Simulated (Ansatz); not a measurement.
## WS2 in the 2H-MoS2 type structure (space group P6_3/mmc, No. 194; layered, stacked along the Cartesian z axis)

```
WS2
1.0
    3.15408     0.00000     0.00000
   -1.57704     2.73152     0.00000
    0.00000     0.00000    12.13731
W S
2 4
Direct
  0.33333   0.66667   0.25000
  0.66667   0.33333   0.75000
  0.33333   0.66667   0.62026
  0.66667   0.33333   0.12026
  0.66667   0.33333   0.37974
  0.33333   0.66667   0.87974
```

Level of theory: PBE-D3(BJ) in Ansatz (plane waves to 420 eV, PAW, scalar-relativistic without spin-orbit coupling). Γ-centred 12×12×3 mesh, Fermi–Dirac width 0.05 eV.

```yaml
volume_per_atom: 17.43 Å³
density: 7.88 g/cm³
band_gap: 0.88 eV, indirect, Γ → K–Γ (47 % along)
hole_mass: 0.89 mₑ along c, 0.55 mₑ across
total_energy: -4064.220 eV/atom (σ→0; compares only within this code and set-up)
```

Spin-orbit coupling, missing from the scalar runs, can matter with W. Effective masses come from finite differences of ±0.01 Å⁻¹. Stability against distortions was not tested.

Ansatz is a quantum-chemistry and plane-wave program.
